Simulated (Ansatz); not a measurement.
Worked calculations on one periodic cell of amorphous Si30N41Ga: Si30N41Ga, 72 atoms, volume 811.2 Å³, made by a melt-quench on the CHGNet potential and relaxed with DFT. N atoms were pushed apart under 1.9 Å during the dynamics, to hinder bonds among them. It is a model cell: composition and starting density were chosen by hand, and all elements were melted together. Cycles of charging were run to anneal it. Calculation: PBE, scalar-relativistic without spin-orbit coupling (plane waves to 420 eV, PAW; Ansatz, an electronic-structure program). Sampling: a 2×2×2 Γ-centred mesh; Fermi-Dirac width 0.02 eV; no spin polarisation. Its volume was held where the quench left it, its shape was free, and it stands at a mean pressure of -0.6 GPa with stress components up to 0.7 GPa; the relaxation ran on the zone centre alone. Its density went from a set 3.04 to 3.04 g/cm³. The cell is small and was quenched far faster than a real film, so it is one sample of the glass.

Task: Count formal charges (Si +4, N -3, Ga +3). What does the count lead one to expect at the Fermi level, and what does the calculation give?

Result: 30 × (+4) + 41 × (-3) + 1 × (+3) = 0. The charges balance, so the anion-derived valence states can be full and a gap can open. On this mesh the highest filled and lowest empty level lie 2.60 eV apart, the PBE gap of this cell, with a localised state at one edge or both.

Four energies for an added electron at PBE on the zone centre alone (charged cells in a uniform background, spin-polarised): neutral at the neutral geometry -38656.325 eV; charged at the neutral geometry -38646.313 eV; charged and relaxed -38646.929 eV; neutral at the charged geometry -38655.583 eV.

Task: Find the two relaxation energies and their sum, the reorganisation energy.

Result: On charging: -38646.313 − (-38646.929) = 0.616 eV. On discharging: -38655.583 − (-38656.325) = 0.742 eV. The sum is 1.358 eV. The carrier's level spreads over 7 of the 72 atoms' worth, so it counts as partly localised, most on one Ga atom with neighbours N 1.84 Å, N 1.89 Å, N 1.91 Å (neutral geometry). The values are uncorrected: the image energy of a point charge in this cell, 2.84 × 14.40 / (2 × 9.3) = 2.2 eV before screening, is screened by electrons alone at the fixed geometry and by ions too after relaxing, and the carrier can be spread before it relaxes, so each term can be off by up to that value times 1/ε∞, some tenths of an eV. PBE's self-interaction favours spread-out carriers, so a hybrid can localise more.

Four energies for a hole at PBE on the zone centre alone (charged cells in a uniform background, spin-polarised): neutral at the neutral geometry -38656.325 eV; charged at the neutral geometry -38663.486 eV; charged and relaxed -38663.663 eV; neutral at the charged geometry -38655.961 eV.

Task: Find the two relaxation energies and their sum, the reorganisation energy.

Result: On charging: -38663.486 − (-38663.663) = 0.177 eV. On discharging: -38655.961 − (-38656.325) = 0.364 eV. The sum is 0.541 eV. The carrier's level spreads over 5 of the 72 atoms' worth, so it counts as localised, most on one N atom with neighbours Si 1.75 Å, Si 1.76 Å, Si 1.90 Å (neutral geometry). The values are uncorrected: the image energy of a point charge in this cell, 2.84 × 14.40 / (2 × 9.3) = 2.2 eV before screening, is screened by electrons alone at the fixed geometry and by ions too after relaxing, and the carrier can be spread before it relaxes, so each term can be off by up to that value times 1/ε∞, some tenths of an eV. PBE's self-interaction favours spread-out carriers, so a hybrid can localise more.
